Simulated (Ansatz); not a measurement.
Consider InAs in the zinc blende structure (space group F-43m, No. 216; a = 6.087 Å). Axes: x, y, z lie along the cube axes.

All numbers come from Ansatz (a quantum-chemistry and plane-wave program), PBEsol, PAW, cutoff 420 eV, no spin-orbit coupling.

Strains are applied to the cell and any free atomic positions relax; under stress the whole cell relaxes.

One change was made to it. Results:

The energy rises by 0.5 meV/atom; the shortest interatomic distance drops by 0.0024 Å, from 2.636 Å to 2.633 Å.

Which of these changes matches the shifts?
A. uniaxial stress, 0.5 GPa compression along z
B. isotropic strain +1.18 %
C. uniaxial strain ε_zz = +4.20 %

A, uniaxial stress, 0.5 GPa compression along z. For comparison, the energy relative to the base in the other runs: uniaxial strain ε_zz = +4.20 % gives +12 meV/atom; isotropic strain +1.18 % gives +5.8 meV/atom.

The mesh was chosen for an insulator and is coarse for the gapless case. Stability under load was not tested beyond the relaxation. All final runs are without spin polarisation.
